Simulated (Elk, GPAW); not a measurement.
A GPAW input for a self-consistent single point of NbN (Fm-3m, 2 atoms in the cell) (DFT PBE+U, plane waves, GPAW PAW datasets PBE (gpaw-data 1.0.1)):

```python
from ase import Atoms
from ase.units import GPa
from gpaw import GPAW, PW, FermiDirac

atoms = Atoms(['Nb', 'N'],
              cell=[[0.000000, 2.211319, 2.211319],
                    [2.211319, 0.000000, 2.211319],
                    [2.211319, 2.211319, 0.000000]],
              scaled_positions=[[0.500000, 0.500000, 0.500000],
                                [0.000000, 0.000000, 0.000000]],
              pbc=True)

calc = GPAW(mode=PW(900),
            xc='PBE',
            setups={'Nb': ':d,6.0'},
            kpts=(17, 17, 17),
            occupations=FermiDirac(0.1),
            nbands=-10,
            convergence={'density': 1e-05},
            symmetry={'symmorphic': False, 'tolerance': 0.0005},
            maxiter=120,
            txt='-')

atoms.calc = calc

energy = atoms.get_potential_energy()
print('Energy (eV):', round(energy, 6))
forces = atoms.get_forces()
print('Forces (eV/Ang):')
print(forces.round(5))
stress = atoms.get_stress()
print('Stress (GPa, Voigt):', (stress / GPa).round(4))
```

Problem. Give the Elk input for the same structure, mesh, smearing and functional.

Solution. One input that does it (others would too):

```
tasks
  0

xctype
  20

rgkmax
  7.5

gmaxvr
  16.0

nxlo
  2

lorbcnd
  .true.

rmtscf
  0.89

lmaxi
  3

swidth
  0.00367493

maxscl
  100

dft+u
  1 1
  1 2  0.220496  0.000000

scale
  1.889726125

avec
    0.0000000000    2.2113190000    2.2113190000
    2.2113190000    0.0000000000    2.2113190000
    2.2113190000    2.2113190000    0.0000000000

sppath
  './'

atoms
  2
  'Nb.in'
  1
  0.5000000000  0.5000000000  0.5000000000    0.0 0.0 0.0
  'N.in'
  1
  0.0000000000  0.0000000000  0.0000000000    0.0 0.0 0.0

ngridk
  17 17 17
```

Basis settings and potentials, where a program has them, do not carry over. This input uses DFT, PBE+U, all-electron FP-LAPW, Elk's shipped species files, APW+lo basis with extra local orbitals.

The starting cell comes from a database of computed structures (which also holds hypothetical and non-ambient phases and stackings), without a prior relaxation at this level. Its lattice was rescaled by a random factor within 2.5 % of one.
